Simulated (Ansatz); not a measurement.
Worked example: self-consistent single point of MoW (P1, 2 atoms in the cell) in Ansatz (a first-principles code).

Method of the run: LDA (PW92), PAW files made with PBE (plane waves; Ansatz).

The change in words: atoms moved at random. Reference geometry:
```yaml
crystal:
  lattice:
    - [1.56191, -2.20972, 0.00000]
    - [1.56191, 2.20972, 0.00000]
    - [0.00000, 0.00000, 4.43724]
  atoms:
    - { symbol: Mo, position: [0.00000, 0.00000, 0.00000] }
    - { symbol: W, position: [0.50000, 0.50000, 0.50000] }
```

Reference input (self-consistent single point, DFT, LDA (PW92), plane waves, PAW files made with PBE): kpoints.mp_grid.grid = 10 10 6; hamiltonian.xc = lda; hamiltonian.pseudopotentials = {kind: paw} (an earlier, softer set of the program's PAW files); scf.occupations.method = fermi_dirac; scf.occupations.width = 0.01 Ry. This run's input differs from it in these lines:

Ansatz 0.2 input:
```diff
@@ -6,4 +6,4 @@
   atoms:
-    - { symbol: Mo, position: [0.00000000, 0.00000000, 0.00000000] }
-    - { symbol: W, position: [0.50000000, 0.50000000, 0.50000000] }
+    - { symbol: Mo, position: [-0.00371000, -0.00056200, 0.00663800] }
+    - { symbol: W, position: [0.50371000, 0.50056200, 0.49336200] }
 kpoints:
```

Output (repeated stretches shortened):

```
SCF iter   1: F=—  HF=-14974.526811 eV  |F-HF|=—  |Δ(HF+E_count)|=         —  Δρ=9.27e-2  dr2=3.07e0  ethr=3.10e-3  ⟨swp⟩=5.0  Hψ=22327  notcnv=0
all-band conjugate gradients solve this SCF's bands
preconditioner: auto → none
SCF iter   2: F=—  HF=-14973.893265 eV  |F-HF|=—  |Δ(HF+E_count)|=   6.34e-1  Δρ=5.58e-2  dr2=1.19e0  ethr=3.10e-3  ⟨swp⟩=2.6  Hψ=10982  notcnv=0
   [... lines left out ...]
SCF iter   5: F=—  HF=-14973.574952 eV  |F-HF|=—  |Δ(HF+E_count)|=   6.26e-4  Δρ=8.65e-4  dr2=7.48e-4  ethr=1.23e-5  ⟨swp⟩=2.0  Hψ=8144  notcnv=0
SCF iter   6: F=—  HF=-14973.574795 eV  |F-HF|=—  |Δ(HF+E_count)|=   1.57e-4  Δρ=3.10e-4  dr2=8.70e-5  ethr=2.67e-6  ⟨swp⟩=2.0  Hψ=7220  notcnv=0
SCF iter   7: F=—  HF=-14973.574773 eV  |F-HF|=—  |Δ(HF+E_count)|=   2.20e-5  Δρ=6.83e-5  dr2=3.99e-6  ethr=3.11e-7  ⟨swp⟩=2.0  Hψ=7303  notcnv=0
SCF iter   8: F=-14973.574772 eV  HF=-14973.574772 eV  |F-HF|=2.99e-8  |Δ(HF+E_count)|=   6.31e-7  Δρ=8.13e-6  dr2=4.14e-8  ethr=3.57e-10  ⟨swp⟩=3.4  Hψ=24454  notcnv=0
SCF 1 converged in 8 iterations: F = -14973.574772 eV  dr2 = 4.14e-8
Free energy (F): -14973.574772 eV
Internal energy: -14973.492923 eV  (E = F + TS)
E sigma→0 (E₀):  -14973.533848 eV
Entropy (-TS):   -0.081849 eV (-40.924 meV/atom)
Fermi energy:    22.155897 eV
--- Forces (eV/Å), atoms counted from 1 ---
  atom   1  Mo     0.06260484    -0.09439064    -0.87210333
  atom   2  W     -0.06260362     0.09439007     0.87213409
--- Stress (GPa, compression-positive) ---
       -0.390255       0.003231      -0.051372
        0.003231      -0.651716       0.127586
       -0.051372       0.127586      -1.074251
  P = ⅓ Tr σ = -0.7054 GPa (-7.054 kbar)
  The stress holds the Pulay correction. Without it, at fixed plane waves, as pw.x and ABINIT print it: P = -0.7355 GPa
```

The run converged in 8 iterations. Against the reference run the free energy goes up by 13.4 meV/atom, the pressure goes from -1.25 to -0.71 GPa and the largest force goes from 0.000 to 0.879 eV/Å.

The starting cell comes from a database of computed structures (which also holds hypothetical and non-ambient phases and stackings), without a prior relaxation at this level. Its lattice was rescaled by a random factor within 2.5 % of one. For this run, on top of that: atoms moved at random. Spin polarisation is off. Ansatz's pressure includes its estimate of the finite-basis (Pulay) stress.
